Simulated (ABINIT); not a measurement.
Band structure of Au (Fm-3m, 1 atom in the cell).

```
CELL_PARAMETERS angstrom
      0.00000     2.09211     2.09211
      2.09211     0.00000     2.09211
      2.09211     2.09211     0.00000
ATOMIC_POSITIONS crystal
  Au 0.00000 0.00000 0.00000
```

Computed with PBE, norm-conserving pseudopotentials (PseudoDojo nc-sr-05 PBE standard) (plane waves; ABINIT).

Settings: pseudos = [Au.upf]; ecut = 38 Ha; occopt = 3; tsmear = 0.1 eV; ngkpt = 18 18 18; nshiftk = 1; shiftk = 0 0 0; potentials = PseudoDojo nc-sr-05 PBE standard; kptopt = 1; nstep = 80; tolvrs1 = 1e-10; ndtset = 2; getden2 = 1.

The starting cell comes from a database of computed structures (which also holds hypothetical and non-ambient phases and stackings), without a prior relaxation at this level. Its lattice was rescaled by a random factor within 2.5 % of one. Spin-orbit coupling is off.

Levels in eV from the Fermi level, bands 6 to 13:
```json
[
 {"point": "Γ", "6": "-4.29", "7": "-4.29", "8": "-4.29", "9": "-2.95", "10": "-2.95", "11": "14.59", "12": "18.17", "13": "18.17"},
 {"point": "X", "6": "-6.12", "7": "-1.93", "8": "-1.61", "9": "-1.61", "10": "1.23", "11": "5.24", "12": "9.83", "13": "9.83"},
 {"point": "W", "6": "-4.69", "7": "-4.69", "8": "-3.07", "9": "-1.61", "10": "4.36", "11": "6.10", "12": "6.10", "13": "9.02"},
 {"point": "K", "6": "-5.29", "7": "-3.50", "8": "-2.69", "9": "-2.00", "10": "3.63", "11": "4.52", "12": "7.05", "13": "12.19"},
 {"point": "L", "6": "-4.32", "7": "-4.32", "8": "-1.89", "9": "-1.89", "10": "-0.62", "11": "2.73", "12": "14.03", "13": "16.60"},
 {"point": "U", "6": "-5.29", "7": "-3.50", "8": "-2.69", "9": "-2.00", "10": "3.63", "11": "4.52", "12": "7.05", "13": "12.19"}
]
```

Bands cross the Fermi level along this path, so the cell is metallic at this level.
